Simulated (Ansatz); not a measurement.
Start from Nb in the bcc (W type) structure (space group Im-3m, No. 229; a = 3.272 Å).

Method: PBEsol in Ansatz (plane waves to 420 eV, PAW, spin-orbit coupling left out), earlier PAW set.

Before the change:

| Item | Result |
|---|---|
| Volume per atom | 17.52 Å³ |

The change: a hydrostatic pressure of 0.3 GPa.

Task: How does this affect the volume per atom?

Result: The volume per atom drops by 0.03 Å³ to 17.49 Å³.

Load acts through the strain it causes; cell and atoms are relaxed under it. No phonon test of stability was made. The base started in P-1 and relaxed to Im-3m at this level. All final runs are without spin polarisation.

Ansatz is a program for electronic structure.
